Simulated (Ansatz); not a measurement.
The structure below was relaxed with Ansatz (an electronic-structure program), r2SCAN, PAW, cutoff 500 eV, scalar-relativistic without spin-orbit coupling, earlier PAW set.

```xyz
6
Lattice="4.7585 0.0000 0.0000 0.0000 4.7585 0.0000 0.0000 0.0000 3.2001" Properties=species:S:1:pos:R:3 pbc="T T T"
Sn     0.0000     0.0000     0.0000
Sn     2.3793     2.3793     1.6001
O      1.4557     1.4557     0.0000
O      3.8349     0.9236     1.6001
O      0.9236     3.8349     1.6001
O      3.3029     3.3029     0.0000
```

**Question.** Find the space group and the Wyckoff positions.

**Answer.** Space group P4₂/mnm (No. 136); a = 4.759 Å, b = 4.759 Å, c = 3.200 Å, α = 90.00°, β = 90.00°, γ = 90.00°

```tsv
atom	site	symmetry	x	y	z
Sn	2a	m.mm	0.0000	0.0000	0.0000
O	4f	m.2m	0.3059	0.3059	0.0000
```

**Question.** Describe the coordination.

**Answer.** The crystal has 6 atoms in its conventional cell. Conventional cell: a = b = 4.759 Å, c = 3.200 Å, α = β = γ = 90.00°. Sn sees 6 O at 2.059–2.066 Å (octahedral). O is coordinated by 3 Sn at 2.059–2.066 Å (trigonal planar). (Neighbours: up to the widest gap in distance over summed covalent radii, below 1.35, at either atom; cation-cation and far metal-metal contacts left out.)

Stability against distortions was not tested. The cell was made from SnSe2 by this change: Se → O.
